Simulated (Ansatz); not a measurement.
The reference is HgS (space group P3_221, No. 154; a = 4.139 Å, c = 9.408 Å; made of chains).

The other end (x = 1) is HgO (space group P3_221, No. 154; a model cell, its experimental status unchecked; made of chains): 16.48 Å³/atom, gap 1.44 eV; this end may not be an ambient phase.

Computed with PBEsol/PAW in Ansatz (a quantum-chemistry and plane-wave program), no spin-orbit coupling.

O replaces a fraction x of S; each row is one arrangement (x, atoms in the cell, starting space group or random), fully relaxed.

One change was made to it. Results:

```json
[
 {"quantity": "mixing energy (against an end that may be hypothetical)", "base": "–", "after": "+16 meV/atom"},
 {"quantity": "deviation of the volume from the linear (Vegard-type) interpolation", "base": "–", "after": "+2.4 %"}
]
```

Q: Which change produced these results?
(A) x(O) = 0.667, 12 atoms, P1 (arrangement A)
(B) x(O) = 0.333, 6 atoms, C2
(C) x(O) = 0.5, 12 atoms, C2

A: B, x(O) = 0.333, 6 atoms, C2. For comparison, the mixing energy in the other runs: x(O) = 0.5, 12 atoms, C2 gives +23 meV/atom; x(O) = 0.667, 12 atoms, P1 (arrangement A) gives +33 meV/atom.

Each cell is one ordered arrangement of few atoms, which overstates ordering effects compared with a random alloy. With Hg present, leaving out spin-orbit coupling can change the band edges. No phonon test of stability was made. No dispersion term is included in the PBEsol runs.
